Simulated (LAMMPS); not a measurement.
LAMMPS input (classical MD, pair style bop, file CdZnTe_v2.bop.table):

```
units metal
atom_style atomic
atom_modify map array
boundary p p p
read_data cell.data
replicate 3 3 3
pair_style bop
pair_coeff * * CdZnTe_v2.bop.table Cd Te Zn
comm_modify cutoff 15.5
mass 1 112.4140
mass 2 127.6000
mass 3 65.3800
neighbor 1.5 bin
neigh_modify every 1 delay 0 check yes one 6000 page 200000
timestep 0.002
compute xu all property/atom xu yu zu
thermo_style custom step temp pe etotal enthalpy press vol lx ly lz
thermo_modify norm no flush no
thermo 1000
fix br all box/relax aniso 0 vmax 0.001
min_style cg
minimize 0 0.0001 3000 15000
unfix br
velocity all create 675 7919328 dist gaussian mom yes
fix md0 all npt temp 675 2160 0.1 iso 30000 30000 1.0 drag 2.0
run 1500
unfix md0
fix md0 all npt temp 2160 2160 0.1 iso 30000 30000 1.0 drag 2.0
run 1000
unfix md0
fix md0 all npt temp 2160 2160 0.1 iso 30000 30000 1.0
run 3000
unfix md0
fix md0 all nvt temp 2160 740 0.1
run 2000
unfix md0
fix md0 all npt temp 740 740 0.1 iso 0 0 1.0 drag 1.0
run 2500
unfix md0
fix md0 all npt temp 740 740 0.1 iso 0 0 1.0
run 7500
unfix md0
change_box all x final 0 19.25026 y final 0 19.25026 z final 0 19.25026 remap units box
fix md0 all nvt temp 740 740 0.1
run 1500
unfix md0
fix vis all ave/time 2 1 2 c_thermo_press[*] file press.txt
fix md0 all nvt temp 740 740 1.0
run 15000
unfix md0
unfix vis
fix md0 all nve
run 4000
unfix md0
```

cell.data:

```
Cd4Te4

8 atoms
3 atom types

0 6.480000 xlo xhi
0 6.480000 ylo yhi
0 6.480000 zlo zhi

Masses

1 112.4140 # Cd
2 127.6000 # Te
3 65.3800 # Zn

Atoms # atomic

1 1 0.000000 0.000000 0.000000
2 2 1.620000 1.620000 4.860000
3 1 0.000000 3.240000 3.240000
4 2 1.620000 4.860000 1.620000
5 1 3.240000 0.000000 3.240000
6 2 4.860000 1.620000 1.620000
7 1 3.240000 3.240000 0.000000
8 2 4.860000 4.860000 4.860000
```

Task: Predict the state found, the enthalpy per atom, the first peak of g(r), Cd-Te, the coordination number of Cd by Te.

Result: state found: slow or partial motion within 30 ps, no clear phase; enthalpy per atom: -1.696 ± 0.006 eV; first peak of g(r), Cd-Te: 2.90 Å, height 6.1; coordination number of Cd by Te: 3.56 (counted to 3.46 Å).

Caution: enthalpy drifts during the constant-pressure average: a transition or slow ageing; fluctuation values are void.
